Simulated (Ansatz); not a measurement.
SiH3 on the 1x1 (0001) surface of hcp Co, ferromagnetic, one in a 2x2 cell, started at the site 'top Co'

Level of theory: PBE (plane waves to 420 eV, PAW; Ansatz, a quantum-chemistry and plane-wave program).

Set-up: 20 atoms, 6.0 Å thick at the start under the adsorbate (thin: gaps and levels are the slab's own); mesh 7x7x1; 0.1 eV smearing; dipole correction on; 8 atoms held, the rest relaxed; start symmetry kept, larger cells not searched; spin-polarised, no spin-orbit, no U, no dispersion correction. At the end it is bonded to Co. In PBE this state lies 0.35 eV over the lowest of the starts that converged ('hollow Co-Co-Co').

The adsorption energy against SiH4(g) − ½ H2(g) is -0.46 eV and the work function of the top face comes out as 5.29 eV. The change of the work function is 0.32 eV and the change of the step from the bottom to the top vacuum level, against the clean slab is 0.32 eV. The energy released by relaxation comes out as 0.062 eV and the height of the binding atom over the mean of the host atoms within 0.3 Å of the top one is 4.295 bohr. The magnetic moment of the cell is 26.25 μB and the nearest host atoms of the binding atom is Co at 2.29 Å, Co at 3.36 Å, Co at 3.36 Å. The largest move of a host atom comes out as 0.02 Å. The cost is around 16 core-minutes (rough).

A negative adsorption energy means that the adsorbate is more stable on the surface than in its reference.
